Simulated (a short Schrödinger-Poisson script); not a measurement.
System: gated Al0.4Ga0.6As/GaAs δ-doped gas, at 20 K.

```
layer      material  thickness (nm)  Na (cm⁻³)
-----  ------------  --------------  ---------
1      Al0.4Ga0.6As               8          -
2      Al0.4Ga0.6As               2          -
3              GaAs            6000       4e14
```

Constants are typed, rounded textbook-type inputs, not results; the design itself was drawn at random and stands for no fabricated device. Al0.4Ga0.6As: permittivity 11.76, conduction-band edge (eV) 0.316, gap (eV) 1.923, electron mass (mₑ) 0.1002, Nv at 300 K (cm⁻³) 9e18. GaAs: permittivity 12.9, conduction-band edge (eV) 0, gap (eV) 1.424, Nv at 300 K (cm⁻³) 9e18.

Channel valleys (confinement mass, in-plane density-of-states mass, number): Γ 0.067, 0.067, 1. At the gate the conduction-band edge of layer 1 lies 1.07 eV − eVg above the Fermi level of the channel; the field vanishes at the back. Sheet of ionised δ-doping: +4.5e12 e/cm² at 8 nm from the gate. The barrier under the gate holds no holes. Gaps are held at their typed values at every temperature. Mesh 0.08 nm at interfaces.

Solved with a short Schrödinger-Poisson script written for these runs: 1D Poisson equation in equilibrium, electrons quantum, Hartree (BenDaniel-Duke, 40 states a valley, the channel's in-plane mass for all, wave functions free to enter the barrier), parabolic valleys, classical holes, full ionisation, no traps, pinning or gate leakage.

The same stack at other levels of the model or other numerical settings:

```json
[
 {"run": "base", "sheet density of all electrons at Vg = 0.5 V (cm⁻²)": "1.09e12", "capacitance at Vg = 0.5 V (μF/cm²)": "0.727", "centroid of the channel electrons at Vg = 0.5 V (nm)": "5.87", "rough cost against the base": "about 1"},
 {"run": "electrons treated as classical, Boltzmann", "sheet density of all electrons at Vg = 0.5 V (cm⁻²)": "1.56e12", "capacitance at Vg = 0.5 V (μF/cm²)": "(withheld)", "centroid of the channel electrons at Vg = 0.5 V (nm)": "0.40", "rough cost against the base": "0.04"},
 {"run": "electrons treated as classical, Fermi-Dirac", "sheet density of all electrons at Vg = 0.5 V (cm⁻²)": "1.17e12", "capacitance at Vg = 0.5 V (μF/cm²)": "0.725", "centroid of the channel electrons at Vg = 0.5 V (nm)": "(withheld)", "rough cost against the base": "0.2"},
 {"run": "electrons treated as quantum, Hartree plus LDA exchange-correlation", "sheet density of all electrons at Vg = 0.5 V (cm⁻²)": "(withheld)", "capacitance at Vg = 0.5 V (μF/cm²)": "0.742", "centroid of the channel electrons at Vg = 0.5 V (nm)": "5.45", "rough cost against the base": "about 1"},
 {"run": "mesh six times as coarse", "sheet density of all electrons at Vg = 0.5 V (cm⁻²)": "1.09e12", "capacitance at Vg = 0.5 V (μF/cm²)": "0.727", "centroid of the channel electrons at Vg = 0.5 V (nm)": "5.85", "rough cost against the base": "0.3"},
 {"run": "one subband a valley", "sheet density of all electrons at Vg = 0.5 V (cm⁻²)": "1.08e12", "capacitance at Vg = 0.5 V (μF/cm²)": "0.709", "centroid of the channel electrons at Vg = 0.5 V (nm)": "5.38", "rough cost against the base": "0.3"}
]
```

Question: Fill in the missing entries.

Answer: 
- electrons treated as classical, Boltzmann, capacitance at Vg = 0.5 V (μF/cm²): 29.5
- electrons treated as quantum, Hartree plus LDA exchange-correlation, sheet density of all electrons at Vg = 0.5 V (cm⁻²): 1.14e12
- electrons treated as classical, Fermi-Dirac, centroid of the channel electrons at Vg = 0.5 V (nm): 4.57

The classical rows ignore confinement, and Boltzmann statistics overrate the density once the band edge passes the Fermi level.
